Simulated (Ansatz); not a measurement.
Start from Ti in the hcp (Mg type) structure (space group P6_3/mmc, No. 194; a = 2.9364 Å, c = 4.6402 Å; relaxed with 0.1 eV smearing). Axes: x lies along a and z along c of the hexagonal cell.

All numbers come from r2SCAN in Ansatz (plane waves to 500 eV, PAW, no spin-orbit coupling).

Perturbation: uniaxial strain ε_xx = +2.50 %, all other strain components held at zero; the atoms relax in the strained cell.

Problem. Predict the stress tensor and what it implies for the stiffness.

Solution. Stress of the strained cell less that of the base (GPa, compression positive):
```
   -4.1     0.0     0.0
    0.0    -2.3     0.0
    0.0     0.0    -1.9
```

Then −Δσ_ii/ε with ε = 0.0250 gives secant stiffness values (nonlinear terms included at this strain): C11 ≈ 164 GPa, C12 ≈ 93 GPa and C13 ≈ 75 GPa.

As a check, the harmonic strain energy −½ V₀ Δσ:ε is 5.5 meV/atom; the computed energy rise is 5.7 meV/atom.

No phonon test of stability was made. All final runs are without spin polarisation.

Ansatz is a quantum-chemistry and plane-wave program.
